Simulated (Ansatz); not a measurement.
The structure below was relaxed with Ansatz (a first-principles code) PBE, no spin-orbit coupling, at pressure 1.5 GPa.

Space group I-43d (No. 220); a = 6.7188 Å, b = 6.7188 Å, c = 6.7188 Å, α = 90.00°, β = 90.00°, γ = 90.00°

| atom | site | symmetry | x | y | z |
|---|---|---|---|---|---|
| Hf | 12b | -4.. | 0.1250 | 0.5000 | 0.2500 |
| N | 16c | .3. | 0.1828 | 0.1828 | 0.1828 |

Question: Write out a cell with all atoms.

Answer: 
```xyz
28
Lattice="6.7188 0.0000 0.0000 0.0000 6.7188 0.0000 0.0000 0.0000 6.7188" Properties=species:S:1:pos:R:3 pbc="T T T"
Hf     5.0391     2.5196     3.3594
Hf     0.8399     3.3594     1.6797
Hf     1.6797     0.8399     3.3594
Hf     2.5196     3.3594     5.0391
Hf     3.3594     5.0391     2.5196
Hf     3.3594     1.6797     0.8399
N      0.4515     3.8109     6.2673
N      2.1312     1.2282     5.4906
N      2.9079     2.9079     2.9079
N      1.2282     5.4906     2.1312
N      3.8109     6.2673     0.4515
N      5.4906     2.1312     1.2282
N      6.2673     0.4515     3.8109
N      1.2282     1.2282     1.2282
Hf     1.6797     5.8790     0.0000
Hf     4.1993     0.0000     5.0391
Hf     5.0391     4.1993     0.0000
Hf     5.8790     0.0000     1.6797
Hf     0.0000     1.6797     5.8790
Hf     0.0000     5.0391     4.1993
N      3.8109     0.4515     2.9079
N      5.4906     4.5876     2.1312
N      6.2673     6.2673     6.2673
N      4.5876     2.1312     5.4906
N      0.4515     2.9079     3.8109
N      2.1312     5.4906     4.5876
N      2.9079     3.8109     0.4515
N      4.5876     4.5876     4.5876
```
This is the conventional cell.

Load acts through the strain it causes; cell and atoms are relaxed under it. No phonon test of stability was made. The cell was made from Hf3N4 (space group I-43d, No. 220) by this change: pressure 1.5 GPa.
